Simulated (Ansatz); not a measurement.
An Ansatz (a program for electronic structure) run: SrTiO3 with a change (uniaxial strain ε_zz = +1.08 %); plane-wave PAW DFT at the r2SCAN level (Ansatz, 500 eV), scalar-relativistic without spin-orbit coupling, earlier PAW set.

Input:

Ansatz 0.2 input:
```yaml
crystal:
  lattice:
    - [3.9075260593, 0, 0]
    - [0, 3.9075260593, 0]
    - [0, 0, 3.9497273407]
  atoms:
    - { symbol: Sr, position: [0, 0, 0] }
    - { symbol: Ti, position: [0.5, 0.5, 0.5] }
    - { symbol: O, position: [0, 0.5, 0.5] }
    - { symbol: O, position: [0.5, 0.5, 0] }
    - { symbol: O, position: [0.5, 0, 0.5] }
basis: { ecutwfc: 500, ecutrho_ratio: 4, xc_grid: 4, fft_grid_basis: typed }
kpoints: { mp_grid: { grid: [9, 9, 9] } }
hamiltonian:
  xc: r2scan
  dispersion: none
  pseudopotentials: { azcp: { folder: ./paw }, kind: paw }
scf: { occupations: { method: fermi_dirac, width: 0.05 }, convergence: { dr2_threshold: 0.0000000005 } }
relax: { f_tol: 0.005, max_steps: 50 }
output: { forces: true, stress: true }
checkpoint: { write: state.ck, write_every: 1000 }
```

Output (explanatory and most iteration lines left out):

```
Relaxation: its limit of steps is 50 (relax.max_steps)
Pseudopotential: Sr, paw, valence charge 10
Pseudopotential: Ti, paw, valence charge 12
Pseudopotential: O, paw, valence charge 6
Crystal: 5 atoms, lattice volume = 60.307 Å³
Basis set: ecut = 500 eV, 1527 PW (Γ), exchange–correlation on 120×120×120 points (64 copies of the dense FFT grid, shifted against one another)
Bands: 25, of which v1, the nominal top of the filled ones, is band 20 counted from 1 (19 counted from 0)
Symmetry: 16 space group operations
Space group: P4/mmm (ITA 123), of the structure as read, at distance tolerance 3.9e-5 Å
k-points: 75 of 729
Functional: x = r2scan, c = r2scan; τ floored in thin density (d = 2e-4 eV/Å³)
SCF iter   1: F=—  HF=-7774.429455 eV  |F-HF|=—  |Δ(HF+E_count)|=         —  Δρ=5.69e-2  dr2=2.03e0  dr2_τ=3.32e-1  ethr=3.10e-3  ⟨swp⟩=7.3  Hψ=9693  notcnv=0
SCF iter   2: F=—  HF=-7774.673624 eV  |F-HF|=—  |Δ(HF+E_count)|=   2.44e-1  Δρ=3.10e-2  dr2=3.95e-1  dr2_τ=4.67e-2  ethr=3.10e-3  ⟨swp⟩=3.0  Hψ=4275  notcnv=0  defer=75
SCF 1 converged in 10 iterations: F = -7774.731014 eV  dr2 = 4.11e-10
relax step   1: F+E_penalty+E_count = -7774.73101440 eV  Δ(F+E_penalty+E_count) = +0.000e0 eV  max|allowed force component| = 4.709e-29 eV/Å  Δτ_max = 0.0000 Å  (10 SCF iters, accepted)
Crystal: 5 atoms, lattice volume = 60.307 Å³
SCF iter   1: F=—  HF=-7774.731014 eV  |F-HF|=—  |Δ(HF+E_count)|=         —  Δρ=9.31e-7  dr2=4.11e-10  dr2_τ=2.74e-11  ethr=1.02e-12  ⟨swp⟩=2.5  Hψ=9865  notcnv=0  defer=58
SCF iter   2: F=-7774.731014 eV  HF=-7774.731014 eV  |F-HF|=2.73e-11  |Δ(HF+E_count)|=  2.82e-11  Δρ=4.48e-7  dr2=1.11e-10  dr2_τ=1.13e-11  ethr=1.02e-12  ⟨swp⟩=4.9  Hψ=6297  notcnv=0
SCF 2 converged in 2 iterations: F = -7774.731014 eV  dr2 = 1.11e-10
SCF converged after 2 iterations
Free energy (F): -7774.731014 eV
Internal energy: -7774.731014 eV  (E = F + TS)
E sigma→0 (E₀):  -7774.731014 eV
Fermi energy:    10.591107 eV
--- Forces (eV/Å), atoms counted from 1 ---
  atom   1  Sr     0.00000000     0.00000000     0.00000000
  atom   2  Ti     0.00000000    -0.00000000     0.00000000
  atom   3  O      0.00000000    -0.00000000     0.00000000
  atom   4  O      0.00000000     0.00000000     0.00000000
  atom   5  O      0.00000000     0.00000000     0.00000000
--- Stress (GPa, compression-positive) ---
       -1.134933       0.000000       0.000000
        0.000000      -1.134933       0.000000
        0.000000       0.000000      -3.596087
  P = ⅓ Tr σ = -1.9553 GPa (-19.553 kbar)
--- Relaxed structure (1 steps of the walk, 1 accepted, 0 SCFs on fresh bases) ---
  atoms:
    - { symbol: Sr, position: [0.0, 0.0, 0.0] }
    - { symbol: Ti, position: [0.5, 0.5, 0.5] }
    - { symbol: O, position: [0.0, 0.5, 0.5] }
    - { symbol: O, position: [0.5, 0.5, 0.0] }
    - { symbol: O, position: [0.5, 0.0, 0.5] }
```

No phonon test of stability was made. The final runs are not spin-polarised. The cell was made from SrTiO3 in the cubic perovskite structure (space group Pm-3m, No. 221) by this change: uniaxial strain ε_zz = +1.08 %. Many cubic perovskites are stable only at high temperature; tilts and polar distortions were not tested.
